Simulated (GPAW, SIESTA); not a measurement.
A GPAW input for a self-consistent single point of BaAlGe (P-6m2, 3 atoms in the cell) (DFT PBEsol, plane waves, GPAW PAW datasets PBEsol (made by gpaw-setup)):

```python
from ase import Atoms
from ase.units import GPa
from gpaw import GPAW

atoms = Atoms(['Ba', 'Al', 'Ge'],
              cell=[[4.348746, 0.000000, 0.000000],
                    [-2.174373, 3.766124, 0.000000],
                    [0.000000, 0.000000, 5.223118]],
              positions=[[0.000000, 0.000000, 0.000000],
                         [2.174375, 1.255373, 2.611559],
                         [-0.000002, 2.510751, 2.611559]],
              pbc=True)

calc = GPAW(mode={'name': 'pw', 'ecut': 600},
            xc='PBEsol',
            kpts={'size': (6, 6, 4), 'gamma': True},
            occupations={'name': 'fermi-dirac', 'width': 0.1},
            nbands=-11,
            symmetry={'symmorphic': False, 'tolerance': 0.0005},
            maxiter=120,
            txt='-')

atoms.calc = calc

energy = atoms.get_potential_energy()
print('Energy (eV):', round(energy, 6))
forces = atoms.get_forces()
print('Forces (eV/Ang):')
print(forces.round(5))
stress = atoms.get_stress()
print('Stress (GPa, Voigt):', (stress / GPa).round(4))
```

**Question.** Give the SIESTA input for the same structure, mesh, smearing and functional.

**Answer.** One input that does it (others would too):

```
# files in the folder: Ba.psml Al.psml Ge.psml (PseudoDojo PBEsol standard)
SystemName  BaAlGe
SystemLabel BaAlGe

NumberOfAtoms                3
NumberOfSpecies              3
%block ChemicalSpeciesLabel
  1 56 Ba
  2 13 Al
  3 32 Ge
%endblock ChemicalSpeciesLabel
LatticeConstant              1.0 Ang
%block LatticeVectors
     4.348746000    0.000000000    0.000000000
    -2.174373000    3.766124000    0.000000000
     0.000000000    0.000000000    5.223118000
%endblock LatticeVectors
AtomicCoordinatesFormat      Ang
%block AtomicCoordinatesAndAtomicSpecies
     0.000000000    0.000000000    0.000000000  1
     2.174375174    1.255373411    2.611559000  2
    -0.000002174    2.510750589    2.611559000  3
%endblock AtomicCoordinatesAndAtomicSpecies

XC.functional                GGA
XC.authors                   PBEsol
PAO.BasisSize                DZP
PAO.EnergyShift              0.005 Ry
MeshCutoff                   400 Ry
%block kgrid.MonkhorstPack
    6   0   0  0.0
    0   6   0  0.0
    0   0   4  0.0
%endblock kgrid.MonkhorstPack
OccupationFunction           FD
ElectronicTemperature        100.0 meV

MaxSCFIterations             150
SCF.Mixer.Method             Pulay
SCF.Mixer.Weight             0.25
SCF.Mixer.History            8
SCF.DM.Tolerance             1.0E-05
Diag.ParallelOverK           true
WriteForces                  true
```

Basis, cutoffs, solver keys and any potentials are the target program's own. This input uses DFT, GGA PBEsol, numerical atomic orbitals DZP, PseudoDojo PBEsol standard norm-conserving potentials (rewritten from UPF to PSML). Both were run: pressure -1.17 GPa in GPAW and 2.68 in SIESTA.

On SIESTA: the starting cell comes from a database of computed structures (which also holds hypothetical and non-ambient phases and stackings), without a prior relaxation at this level. Its lattice was rescaled by a random factor within 2.5 % of one. For this run, on top of that: lattice scaled by 0.98. Values carry the incompleteness of an atom-centred basis.

On GPAW: the starting cell comes from a database of computed structures (which also holds hypothetical and non-ambient phases and stackings), without a prior relaxation at this level. Its lattice was rescaled by a random factor within 2.5 % of one. For this run, on top of that: lattice scaled by 0.98.
